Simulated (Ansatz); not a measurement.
## The (111)A surface of zinc-blende GaP, Ga-terminated, 2x2 with 1 H on 4 top atoms (bottom of the slab: 3 H on 4 bottom sites)

Computed with PBE (plane waves to 420 eV, PAW; Ansatz, a first-principles code).

Model: 36-atom slab, 13.4 Å thick at the start with caps and adatoms (thin: gaps and levels are the slab's own), 3x3x1 mesh, Fermi-Dirac 0.025 eV, dipole correction, 8 atoms held, the rest relaxed; start symmetry kept, larger cells not searched; no spin (no spin-polarised run to compare, though such a face may carry moments), no spin-orbit, no U. The slab shows no gap over 0.04 eV on its mesh. It is one candidate, not shown to be the stable structure of the face.

```json
{
  "work_function_of_the_top_face": "4.13 eV",
  "energy_released_by_relaxation": "0.73 eV",
  "cost": "roughly 24 core-minutes"
}
```
